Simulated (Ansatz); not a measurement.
A constructed model of the (110) surface of bcc Ta, a layer of Ga in place of the third plane (bottom of the slab: a bare face, its two planes held)

These are PBE (plane waves to 420 eV, PAW; Ansatz, a first-principles code) values and carry that method's errors.

Model: 6-atom slab, 11.2 Å thick at the start, 14x14x1 mesh, Fermi-Dirac 0.1 eV, dipole correction, 2 atoms held, the rest relaxed; held to the start's symmetry, so lower structures may exist; no spin, no spin-orbit, no U. In PBE it is, or lies within 0.01 eV a 1x1 cell of, the lowest of the 2 structures of its composition computed so far; larger cells were not tried.

```yaml
work_function_of_the_top_face: 4.83 eV
energy_released_by_relaxation: 0.16 eV
cost: very roughly 2.4 core-minutes
```
